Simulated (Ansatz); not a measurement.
The reference is Ti2C (space group Fd-3m, No. 227; a = 8.5488 Å; a cell from a computed database, its experimental status unchecked).

All numbers come from PBEsol (Ansatz, a quantum-chemistry and plane-wave program), no SOC.

Before the change:

The lattice parameter a is 16.155 bohr.

It is then changed as follows: cell and atoms relaxed at a pressure of 5 GPa.

Problem. Estimate the effect on the lattice parameter a.

Solution. The lattice parameter a shrinks by 0.167 bohr (16.155 bohr → 15.988 bohr).

Load acts through the strain it causes; cell and atoms are relaxed under it. No phonon test of stability was made. No other phases were tried under pressure. All final runs are without spin polarisation.
